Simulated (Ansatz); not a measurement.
Cost and result by functional for the adsorption energy of CH3 on the 1x1 (100) surface of monoclinic HfO2 (cut with top plane 2 O), one in a 1x1 cell, started at the site 'bridge O-O (span 5.3 Å)', in Ansatz (plane waves, PAW). Single points on the PBE structure, on one kind of machine; costs are rough ratios of the slab run's core time (references not counted) to the cheapest single point. r2SCAN's cost holds its higher cutoff (500 against 420 eV). Differences are taken against r2SCAN for comparison alone: no measured value is at hand, so the table doesn't rank accuracy. The points keep PBE's geometry, so the relaxation of a polaron and the settling of charge on one site are left out.

Host crystal: monoclinic HfO2, with a band gap (PBE, scalar-relativistic without spin-orbit coupling).

Slab: 28 atoms, 9.3 Å thick at the start under the adsorbate (thin: gaps and levels are the slab's own); k 4x4x1, smearing 0.01 eV, dipole-corrected; 12 atoms held, the rest relaxed; no symmetry held; spin-polarised, ending with about 1.0 μB a cell; orders that need a larger cell were not tried, no spin-orbit, no U, no dispersion correction. At the end it is bonded to Hf. In PBE it is, or lies within 0.03 eV of, the lowest of the starts that converged. These notes are the PBE run's. r2SCAN: The program's check for a lower electronic state was not made. Adsorption energies are against CH4(g) − ½ H2(g). A negative adsorption energy means that the adsorbate is more stable on the surface than in its reference.

| functional | relative cost | adsorption energy (eV) | less r2SCAN (eV) |
|---|---|---|---|
| RPBE | 1 | 2.22 | 0.36 |
| r2SCAN | 2 | 1.86 | 0.00 |
| PBE (the relaxed run's value) | – | 2.13 | 0.26 |

The values span 0.36 eV, while the single points' costs differ by a factor of roughly 2. Differences are of unrounded values.

Ansatz is an electronic-structure program.
